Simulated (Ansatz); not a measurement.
Tunnelling through a barrier is set by its complex band structure: the current falls as exp(−2κd) with the smallest κ.

Consider the following.

```
MoSe2
1.0
    3.27714     0.00000     0.00000
   -1.63857     2.83808     0.00000
    0.00000     0.00000    12.72513
Mo Se
2 4
Direct
  0.66667   0.33333   0.75000
  0.33333   0.66667   0.25000
  0.33333   0.66667   0.88155
  0.66667   0.33333   0.11845
  0.66667   0.33333   0.38155
  0.33333   0.66667   0.61845
```

The cell was relaxed by PBE-D3(BJ); by PBEsol it stands under a pressure of -1.0 GPa.

Transport runs along the normal of the first two printed cell vectors, the (001) plane of the conventional cell.

The gap is the functional's own. No spin-orbit coupling. Mid-gap values are those at the computed energy nearest the middle.

### Question
Give the band gap and the smallest decay constant κ at mid-gap that PBEsol run with Ansatz (a quantum-chemistry and plane-wave program) yields.

### Answer
Gap 0.74 eV on a 12×12×4 mesh; κ = 0.178 1/Å, at (0.167, 0.167) of the in-plane reciprocal vectors. At the zone centre the slowest state has κ = 0.48 1/Å.
